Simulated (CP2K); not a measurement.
## CP2K run on MgS (Fm-3m, 2 atoms in the cell): self-consistent single point

Level of theory: PBE, GPW, DZVP-MOLOPT-SR-GTH basis, GTH-PBE potentials (GTH_POTENTIALS) (CP2K).

The input file:

```
&GLOBAL
  PROJECT bulk
  RUN_TYPE ENERGY_FORCE
  PRINT_LEVEL LOW
&END GLOBAL
&FORCE_EVAL
  METHOD Quickstep
  STRESS_TENSOR ANALYTICAL
  &DFT
    BASIS_SET_FILE_NAME BASIS_MOLOPT
    POTENTIAL_FILE_NAME GTH_POTENTIALS
    &QS
      METHOD GPW
      EPS_DEFAULT 1E-10
    &END QS
    &MGRID
      CUTOFF 1000
      REL_CUTOFF 50
      NGRIDS 5
    &END MGRID
    &SCF
      SCF_GUESS ATOMIC
      EPS_SCF 1E-7
      MAX_SCF 100
      ADDED_MOS 4
      &DIAGONALIZATION
        ALGORITHM STANDARD
      &END DIAGONALIZATION
      &MIXING
        METHOD BROYDEN_MIXING
        ALPHA 0.4
        NBUFFER 10
        BETA 1
      &END MIXING
      &SMEAR ON
        METHOD FERMI_DIRAC
        ELECTRONIC_TEMPERATURE [K] 116.05
      &END SMEAR
    &END SCF
    &KPOINTS
      SCHEME MONKHORST-PACK 9 9 9
    &END KPOINTS
    &XC
      &XC_FUNCTIONAL PBE
      &END XC_FUNCTIONAL
    &END XC
    &PRINT
      &MO
        EIGENVALUES T
        OCCUPATION_NUMBERS T
        NDIGITS 8
        FILENAME mo
        &EACH
          QS_SCF 0
        &END EACH
        ADD_LAST NUMERIC
      &END MO
      &MULLIKEN OFF
      &END MULLIKEN
    &END PRINT
  &END DFT
  &SUBSYS
    &CELL
      A 3.64937800 0.00000000 0.00000000
      B 1.82468900 3.16045400 0.00000000
      C 1.82468900 1.05348500 2.97970500
      PERIODIC XYZ
    &END CELL
    &COORD
      SCALED
      Mg       0.00000000     0.00000000     0.00000000
      S        0.50000000     0.50000000     0.50000000
    &END COORD
    &KIND Mg
      BASIS_SET DZVP-MOLOPT-SR-GTH-q10
      POTENTIAL GTH-PBE-q10
    &END KIND
    &KIND S
      BASIS_SET DZVP-MOLOPT-SR-GTH-q6
      POTENTIAL GTH-PBE-q6
    &END KIND
  &END SUBSYS
  &PRINT
    &FORCES ON
    &END FORCES
    &STRESS_TENSOR ON
    &END STRESS_TENSOR
  &END PRINT
&END FORCE_EVAL
```

Output, abridged:

```
 GLOBAL| Method name                                                        CP2K
 GLOBAL| Project name                                                       bulk
 GLOBAL| Run type                                                   ENERGY_FORCE

 TOTAL NUMBERS AND MAXIMUM NUMBERS

  Total number of            - Atomic kinds:                                   2
                             - Atoms:                                          2
                             - Shell sets:                                     2
                             - Shells:                                        10
                             - Primitive Cartesian functions:                 11
                             - Cartesian basis functions:                     23
                             - Spherical basis functions:                     22

  Maximum angular momentum of- Orbital basis functions:                        2
                             - Local part of the GTH pseudopotential:          2
                             - Non-local part of the GTH pseudopotential:      2

 SCF PARAMETERS         Density guess:                                    ATOMIC
                        max_scf:                                             100
                        max_diis:                                              4
                        eps_scf:                                        1.00E-07
                        eps_diis:                                       1.00E-01
                        eps_eigval:                                     1.00E-05
                        level_shift [a.u.]:                             0.000000
                        added MOs                                         4    0
                        Mixing method:                            BROYDEN_MIXING
                                                charge density mixing in g-space
                        Smear method:                                FERMI_DIRAC
                        Electronic temperature [K]:                        116.0
                        Electronic temperature [a.u.]:                  3.68E-04
                        Accuracy threshold:                             1.00E-10
                        No outer SCF

 Extrapolation method: initial_guess

 Number of electrons:                                                         16
 Number of occupied orbitals:                                                  8
 Number of molecular orbitals:                                                12

 Number of orbital functions:                                                 22
 Number of independent orbital functions:                                     22

 SCF WAVEFUNCTION OPTIMIZATION

  Step     Update method      Time    Convergence         Total energy    Change
     1 NoMix/Diag. 0.40E+00      -     1.84018758       -73.7708002994 -7.38E+01
     2 Broy./Diag. 0.40E+00      -     0.05321588       -73.3198915302  4.51E-01
     3 Broy./Diag. 0.40E+00      -     0.07065682       -73.5235306990 -2.04E-01
     4 Broy./Diag. 0.40E+00      -     0.00666825       -73.6276624338 -1.04E-01
     5 Broy./Diag. 0.40E+00      -     0.00066136       -73.6075526352  2.01E-02
     6 Broy./Diag. 0.40E+00      -     0.00092987       -73.5927064386  1.48E-02
     7 Broy./Diag. 0.40E+00      -     0.00017145       -73.5897906670  2.92E-03
     8 Broy./Diag. 0.40E+00      -     0.00008507       -73.5911256349 -1.33E-03
     9 Broy./Diag. 0.40E+00      -     0.00000456       -73.5914106382 -2.85E-04
    10 Broy./Diag. 0.40E+00      -     0.00000078       -73.5913875172  2.31E-05
    11 Broy./Diag. 0.40E+00      -     0.00000094       -73.5913807502  6.77E-06
    12 Broy./Diag. 0.40E+00      -     0.00000006       -73.5913813563 -6.06E-07

  *** SCF run converged in    12 steps ***

  Electronic density on regular grids:        -15.9999999837        0.0000000163
  Core density on regular grids:               15.9999999993       -0.0000000007
  Total charge density on r-space grids:        0.0000000156
  Total charge density g-space grids:           0.0000000156

  Overlap energy of the core charge distribution:               0.00000000000000
  Self energy of the core charge distribution:               -170.52625878849275
  Core Hamiltonian energy:                                     48.77019137634134
  Hartree energy:                                              59.12387783309845
  Exchange-correlation energy:                                -10.95919177725336
  Electronic entropic energy:                                  -0.00000000000000
  Fermi energy:                                                 0.28557022964791

  Total energy:                                               -73.59138135630633
  Total energy (extrapolated to T->0):                        -73.59138135630633

 ENERGY| Total FORCE_EVAL ( QS ) energy [hartree]            -73.591381407020378

 FORCES| Atomic forces [hartree/bohr]
 FORCES|   Atom     x               y               z               |f|
 FORCES|      1  3.97819357E-15 -1.85864502E-14 -1.16910914E-13   1.18445954E-13
 FORCES|      2 -9.18946937E-15  9.95779143E-16 -3.08220809E-15   9.74360970E-15
 FORCES| Sum    -5.21127579E-15 -1.75906711E-14 -1.19993122E-13
 FORCES| Total atomic force                                       1.21387555E-13

 STRESS| Analytical stress tensor [bar]
 STRESS|                        x                   y                   z
 STRESS|      x        4.90479026443E+04   1.04244974586E+03   7.37123572039E+02
 STRESS|      y        1.04244974586E+03   4.78434805036E+04   4.24958056052E+02
 STRESS|      z        7.37123572039E+02   4.24958056052E+02   4.75427645205E+04
 STRESS| 1/3 Trace                                             4.81447158895E+04
```

The run converged in 12 iterations.

The starting cell has typed, rounded lattice constants, without a prior relaxation at this level. Its lattice was rescaled by a random factor within 2.5 % of one. Values carry the incompleteness of an atom-centred basis. With a pressure of about 5 GPa the cell is away from its equilibrium volume at this level.
